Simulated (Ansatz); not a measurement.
# Effect of uniaxial strain ε_zz = −1.76 % on hypothetical P2/m NbRu

Start from NbRu (space group P2/m, No. 10; a hypothetical phase, not in the database extracts checked).

```xyz
6
Lattice="4.6038 0.0000 0.0000 0.0000 3.0686 0.0000 -1.5536 0.0000 6.7843" Properties=species:S:1:pos:R:3 pbc="T T T"
Nb     2.6727     0.0000     2.1965
Nb     0.3774     0.0000     4.5878
Nb     0.0000     0.0000     0.0000
Ru     2.3019     1.5343     0.0000
Ru     0.4044     1.5343     2.3612
Ru     2.6457     1.5343     4.4231
```

Cartesian axes are those of the cell as printed.

One thing is altered: the cell is compressed by 1.76 % along z with no lateral relaxation, atoms relaxed at fixed cell.

All numbers come from PBE (Ansatz, a program for electronic structure, PAW, no spin-orbit coupling). Settings: 11×15×7 k-points, 0.05 eV Fermi–Dirac smearing.

Volume per atom: 15.69 Å³ (base 15.97 Å³)
Space group: P2/m (No. 10) (base P2/m (No. 10))
Shortest interatomic distance: 267.4 pm (base 270.4 pm)
Energy relative to the base (free energy F): +5.0 meV/atom
Band gap: zero (base zero)
Stress (xx, yy, zz, yz, xz, xy; compression positive): (3.8, 3.1, 5.9, 0.0, -0.1, 0.0) GPa (rough)

Without a gap, meshes like the base's 11×15×7 leave anisotropic stresses uncertain by several tenths of a GPa, and small strain energies with them. Whether these cells are dynamically stable was not tested. All final runs are without spin polarisation. An odd electron count without spin: NbRu.
